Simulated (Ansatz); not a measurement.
# bcc V (0 0 1) on rock-salt PbS (0 0 1) (film strained to the substrate, started from cuts of the bulks and a machine-learned relaxation; slabs Pb6S6 and V16, which can lie off the formulas)

A periodic stack without vacuum, bcc V (0 0 1) on rock-salt PbS (0 0 1) (film strained to the substrate, started from cuts of the bulks and a machine-learned relaxation; slabs Pb6S6 and V16, which can lie off the formulas): substrate slab Pb6S6, film V16, surface cells [[1, 0], [1, 1]] and [[-1, 1], [-1, -1]], film strained by +0.2 and +0.2 %, outermost planes PbS/PbS and V/V as cut, which need not be the usual terminations and can put a slab off its formula.

The start was prepared with a machine-learned potential, and the result is one local minimum, with the in-plane cell held and forces under 0.04 eV/Å; the film can end far from its bulk form.

All values below come from PBE (plane waves to 420 eV, PAW; Ansatz, a quantum-chemistry and plane-wave program). Scalar-relativistic, without spin–orbit coupling; the runs are not spin-polarised. Its k-point mesh 7×7×1, Fermi–Dirac width 0.05 eV.

```
Item                                                                                       Value
-------------------------------------------------------------------------------  ---------------
interface area                                                                           18.1 Å²
period                                                                                   29.89 Å
heights between the nearest atoms of the two slabs at the two interfaces         0.91 and 0.91 Å
Pb–V contacts across the interfaces within 1.22 times the sum of covalent radii  10, mean 3.16 Å
S–V contacts across the interfaces within 1.22 times the sum of covalent radii   10, mean 2.34 Å
```

```xyz
28
Lattice="4.2482 0.0008 0.0611 0.0011 4.2467 -0.1311 -0.6289 -0.9185 29.9297" Properties=species:S:1:pos:R:3 pbc="T T T"
Pb     0.0364    -0.5791     4.1154
Pb     2.1833     3.1918     0.9342
Pb    -0.0546    -0.4109    10.2059
Pb     2.1032     1.6075     6.9489
Pb     1.7427    -0.2856    16.1948
Pb     2.0418     1.8052    13.0319
S      2.1355     1.4781     4.1519
S      0.0775     1.0269    -0.3080
S      2.0324     1.7084    10.2507
S     -0.0207    -0.5569     6.8983
S      3.8492     1.8733    17.4346
S     -0.1316    -0.3357    12.9997
V      1.6956    -0.1801    19.8175
V      3.8153     1.9453    19.8703
V      1.7143     1.9000    18.3132
V      3.8466    -0.2218    18.4111
V      1.6515    -0.0984    22.8443
V     -0.4749     2.0231    22.7198
V      1.6689     1.9861    21.2423
V     -0.4509    -0.1382    21.2814
V      1.6228    -0.0121    25.8138
V     -0.5038     2.1082    25.7117
V      1.6356     2.0638    24.2128
V     -0.4864    -0.0599    24.2757
V      1.5856     0.0965    28.7360
V     -0.5389     2.2067    28.6491
V      1.6024     2.1602    27.2379
V     -0.5185     0.0333    27.1861
```
